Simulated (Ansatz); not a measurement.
Here is the system:

```xyz
2
Lattice="3.9861 0.0000 0.0000 0.0000 3.9861 0.0000 1.9931 -1.9931 2.8491" Properties=species:S:1:pos:R:3 pbc="T T T"
Zn     0.0000     0.0000     0.0000
Se     3.9861     1.9931     1.4245
```

No spin polarisation.

Computed with plane-wave PAW DFT at the r2SCAN level (Ansatz, a program for electronic structure, 500 eV), scalar-relativistic without spin-orbit coupling. k-mesh 10×10×10 (Γ-centred); smearing 0.05 eV (Fermi–Dirac).

Question: Predict the gap character, in-plane stress, band gap and valence-band top at Γ.

Answer: The gap character comes out as direct at Γ and the mean in-plane stress (compression positive) comes out as +0.4 GPa. The band gap is 1.87 eV and the valence-band top at Γ (three highest levels, from the VBM) comes out as 0.00, 0.00, -0.04 eV.

The cells carry an imposed strain or load. Stability against distortions was not tested. The cell was made from ZnSe in the zinc blende structure (space group F-43m, No. 216) by this change: biaxial strain −0.50 %, plane normal [001], relaxed out of plane.
